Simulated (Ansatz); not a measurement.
Base system: NbH2 in the CdI2 type structure (space group P-3m1, No. 164; a hypothetical phase, not in the database extracts checked; layered, stacked along the Cartesian z axis; relaxed with 0.1 eV smearing).

```
CELL_PARAMETERS angstrom
      2.85527     0.00000     0.00000
     -1.42764     2.47274     0.00000
      0.00000     0.00000     4.80596
ATOMIC_POSITIONS crystal
  Nb 0.00000 0.00000 0.00000
  H  0.33333 0.66667 0.23783
  H  0.66667 0.33333 0.76217
```

Cartesian axes are those of the cell as printed.

Computed with Ansatz (a quantum-chemistry and plane-wave program), r2SCAN+rVV10, PAW, cutoff 500 eV, no spin-orbit coupling.

It is then changed as follows: the cell is compressed by 1.23 % along x with no lateral relaxation, atoms relaxed at fixed cell.

Task: Predict the stress tensor and what it implies for the stiffness.

Result: Stress of the strained cell less that of the base (GPa, compression positive):
```
    1.2     0.0     0.0
    0.0     2.6     0.0
    0.0     0.0     0.1
```

Then −Δσ_ii/ε with ε = -0.0123 gives secant stiffness values (nonlinear terms included at this strain): C11 ≈ 101 GPa and C12 ≈ 208 GPa.

No phonon test of stability was made. The final runs are not spin-polarised.
